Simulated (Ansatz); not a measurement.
Consider Mo in the bcc (W type) structure (space group Im-3m, No. 229; a = 3.151 Å; relaxed with 0.1 eV smearing).

Method: r2SCAN (Ansatz, a program for electronic structure, PAW, no spin-orbit coupling).

Strains are applied to the cell and any free atomic positions relax.

One change was made to it. Results:

The energy grows by 45 meV/atom; the pressure goes from zero to -14.3 GPa.

Task: Name the change that was made.
A. isotropic strain +3.00 %
B. isotropic strain +2.50 %
C. isotropic strain +1.50 %
D. isotropic strain +1.00 %
E. isotropic strain +2.00 %

Result: E, isotropic strain +2.00 %. For comparison, the energy relative to the base in the other runs: isotropic strain +1.50 % gives +26 meV/atom; isotropic strain +2.50 % gives +69 meV/atom; isotropic strain +3.00 % gives +98 meV/atom; isotropic strain +1.00 % gives +12 meV/atom.

Stability against distortions was not tested. All final runs are without spin polarisation.
